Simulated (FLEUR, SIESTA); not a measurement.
A FLEUR input for a self-consistent single point of AlInSb₂ (P-4m2, 4 atoms in the cell) (DFT, PBEsol, all-electron FLAPW (FLEUR), scalar-relativistic valence):

Input of the input generator:

```
scf AlInSb2
&input film=f /
4.4205530000 0.0000000000 0.0000000000
0.0000000000 4.4205530000 0.0000000000
0.0000000000 0.0000000000 6.2281920000
1.8897261246
1.0 1.0 1.0

4
13 0.0000000000 0.0000000000 0.0000000000
49 0.5000000000 0.5000000000 0.5000000000
51 0.0000000000 0.5000000000 0.2333700000
51 0.5000000000 0.0000000000 0.7666300000

&comp jspins=1 /
&exco xctyp='PBEs' /
&kpt div1=4 div2=4 div3=3 gamma=t /
&end /
```

```xml
<?xml version="1.0" encoding="UTF-8" standalone="no"?>
<fleurInput fleurInputVersion="0.39">
   <comment>
      scf AlInSb2                                                                                         
   </comment>
   <calculationSetup>
      <cutoffs Kmax="4.4" Gmax="13.2" GmaxXC="13.2" numbands="0"/>
      <scfLoop itmax="80" minDistance="0.00001" maxIterBroyd="15" imix="Anderson" alpha="0.05" precondParam="0.0" spinf="2.0"/>
      <coreElectrons ctail="T" frcor="F" kcrel="0" coretail_lmax="0"/>
      <xcFunctional name="PBEs" relativisticCorrections="F"/>
      <magnetism jspins="1"/>
      <soc l_soc="F" theta="0.0" phi="0.0" spav="F"/>
      <expertModes spex="0" secvar="F"/>
      <geometryOptimization l_f="T" forcealpha="1.0" forcemix="BFGS" epsdisp="0.00001" epsforce="0.00001"/>
      <ldaU l_linMix="F" mixParam="0.05" spinf="1.0"/>
   </calculationSetup>
   <cell>
      <bzIntegration valenceElectrons="46.0" mode="hist" fermiSmearingEnergy="0.00073499">
         <kPointListSelection listName="default-1"/>
         <!-- k-points included here -->
         <xi:include xmlns:xi="http://www.w3.org/2001/XInclude" href="kpts.xml"> </xi:include>
      </bzIntegration>
      <!-- symmetry operations included here -->
      <xi:include xmlns:xi="http://www.w3.org/2001/XInclude" href="sym.xml"> </xi:include>
      <bulkLattice scale="1.0">
         <bravaisMatrix>
            <row-1>    8.3536344892789032     0.0000000000000000     0.0000000000000000</row-1>
            <row-2>    0.0000000000000000     8.3536344892789032     0.0000000000000000</row-2>
            <row-3>    0.0000000000000000     0.0000000000000000    11.7695771314247217</row-3>
         </bravaisMatrix>
      </bulkLattice>
   </cell>
   <atomSpecies>
      <species name="Aluminum (Al)" element="Al" atomicNumber="13">
         <mtSphere radius="1.84" gridPoints="635" logIncrement="0.018"/>
         <atomicCutoffs lmax="8" lnonsphr="6"/>
         <electronConfig flipSpins="F">
            <coreConfig>(1s1/2) (2s1/2) (2p1/2) (2p3/2)</coreConfig>
            <valenceConfig>(3s1/2) (3p1/2) (3p3/2)</valenceConfig>
            <stateOccupation state="(3p1/2)" spinUp="0.1666666666667" spinDown="0.1666666666667"/>
            <stateOccupation state="(3p3/2)" spinUp="0.3333333333333" spinDown="0.3333333333333"/>
         </electronConfig>
         <energyParameters s="3" p="3" d="3" f="4"/>
      </species>
      <species name="Indium (In)" element="In" atomicNumber="49">
         <mtSphere radius="2.19" gridPoints="757" logIncrement="0.017"/>
         <atomicCutoffs lmax="8" lnonsphr="6"/>
         <electronConfig flipSpins="F">
            <coreConfig>(1s1/2) (2s1/2) (2p1/2) (2p3/2) (3s1/2) (3p1/2) (3p3/2) (4s1/2) (3d3/2) (3d5/2) (4p1/2) (4p3/2)</coreConfig>
            <valenceConfig>(5s1/2) (4d3/2) (4d5/2) (5p1/2) (5p3/2)</valenceConfig>
            <stateOccupation state="(5p1/2)" spinUp="0.1666666666667" spinDown="0.1666666666667"/>
            <stateOccupation state="(5p3/2)" spinUp="0.3333333333333" spinDown="0.3333333333333"/>
         </electronConfig>
         <energyParameters s="5" p="5" d="5" f="4"/>
         <lo type="SCLO" l="2" n="4" eDeriv="0"/>
      </species>
      <species name="Antimony (Sb)" element="Sb" atomicNumber="51">
         <mtSphere radius="2.68" gridPoints="925" logIncrement="0.014"/>
         <atomicCutoffs lmax="10" lnonsphr="8"/>
         <electronConfig flipSpins="F">
            <coreConfig>(1s1/2) (2s1/2) (2p1/2) (2p3/2) (3s1/2) (3p1/2) (3p3/2) (4s1/2) (3d3/2) (3d5/2) (4p1/2) (4p3/2)</coreConfig>
            <valenceConfig>(5s1/2) (4d3/2) (4d5/2) (5p1/2) (5p3/2)</valenceConfig>
            <stateOccupation state="(5p1/2)" spinUp="0.5" spinDown="0.5"/>
            <stateOccupation state="(5p3/2)" spinUp="1.0" spinDown="1.0"/>
         </electronConfig>
         <energyParameters s="5" p="5" d="5" f="4"/>
         <lo type="SCLO" l="2" n="4" eDeriv="0"/>
      </species>
   </atomSpecies>
   <atomGroups>
      <atomGroup species="Aluminum (Al)">
         <relPos label="                   1">.0000000000 .0000000000 .0000000000</relPos>
         <force calculate="T" relaxXYZ="TTT"/>
      </atomGroup>
      <atomGroup species="Indium (In)">
         <relPos label="                   2">1.000/2.000 1.000/2.000 1.000/2.000</relPos>
         <force calculate="T" relaxXYZ="TTT"/>
      </atomGroup>
      <atomGroup species="Antimony (Sb)">
         <relPos label="                   3">.0000000000 1.000/2.000 .2333700000</relPos>
         <relPos label="                   4">1.000/2.000 .0000000000 -.2333700000</relPos>
         <force calculate="T" relaxXYZ="TTT"/>
      </atomGroup>
   </atomGroups>
   <output dos="F" band="F" slice="F">
      <checks vchk="F" cdinf="F"/>
      <bandDOS minEnergy="-.5*Htr" maxEnergy="0.5*Htr" sigma="0.015" storeEVData="T"/>
      <vacuumDOS vacdos="F" integ="F" star="F" nstars="0" locx1="0.0" locy1="0.0" locx2="0.0" locy2="0.0" nstm="0" tworkf="0.0"/>
      <unfoldingBand unfoldBand="F" supercellX="1" supercellY="1" supercellZ="1"/>
      <plotting iplot="0" polar="F">
         <plot TwoD="T" vec1="  1.0  0.0  0.0" vec2="  0.0  1.0  0.0" vec3="  0.0  0.0  1.0" zero="  0.0  0.0  0.0" file="plot"/>
      </plotting>
      <chargeDensitySlicing numkpt="0" minEigenval="0.0" maxEigenval="0.0" nnne="0" pallst="F"/>
      <specialOutput eonly="F"/>
      <magneticCircularDichroism mcd="F" energyLo="-10.0" energyUp="0.0"/>
   </output>
  <!-- We include the file relax.xml here to enable relaxations (see documentation) -->
  <xi:include xmlns:xi="http://www.w3.org/2001/XInclude" href="relax.xml"> <xi:fallback/> </xi:include>
</fleurInput>
```

Question: Translate this input to SIESTA.

Answer: This is the input that was run; spellings and numerical settings could be chosen otherwise.

```
# files in the folder: Al.psml In.psml Sb.psml (PseudoDojo PBEsol standard)
SystemName  AlInSb2
SystemLabel alinsb2

NumberOfAtoms                4
NumberOfSpecies              3
%block ChemicalSpeciesLabel
  1 13 Al
  2 49 In
  3 51 Sb
%endblock ChemicalSpeciesLabel
LatticeConstant              4.420553 Ang
%block LatticeVectors
     1.000000000    0.000000000    0.000000000
     0.000000000    1.000000000    0.000000000
     0.000000000    0.000000000    1.408916939
%endblock LatticeVectors
AtomicCoordinatesFormat      Bohr
%block AtomicCoordinatesAndAtomicSpecies
     0.000000000    0.000000000    0.000000000  1
     4.176817245    4.176817245    5.884788566  2
     0.000000000    4.176817245    2.746666215  3
     4.176817245    0.000000000    9.022910916  3
%endblock AtomicCoordinatesAndAtomicSpecies

XC.functional                GGA
XC.authors                   PBEsol
PAO.BasisSize                DZP
PAO.EnergyShift              0.005 Ry
MeshCutoff                   300 Ry
%block kgrid.MonkhorstPack
    4   0   0  0.0
    0   4   0  0.0
    0   0   3  0.0
%endblock kgrid.MonkhorstPack
OccupationFunction           FD
ElectronicTemperature        232.09 K

MaxSCFIterations             150
SCF.Mixer.Method             Pulay
SCF.Mixer.Weight             0.2
SCF.Mixer.History            8
SCF.DM.Tolerance             1.0E-05
Diag.ParallelOverK           true
WriteForces                  true
```

Basis settings and potentials, where a program has them, do not carry over. This input uses DFT, GGA PBEsol, numerical atomic orbitals DZP, PseudoDojo PBEsol standard norm-conserving potentials (rewritten from UPF to PSML).

The starting cell comes from a database of computed structures (which also holds hypothetical and non-ambient phases and stackings), without a prior relaxation at this level. Its lattice was rescaled by a random factor within 2.5 % of one.
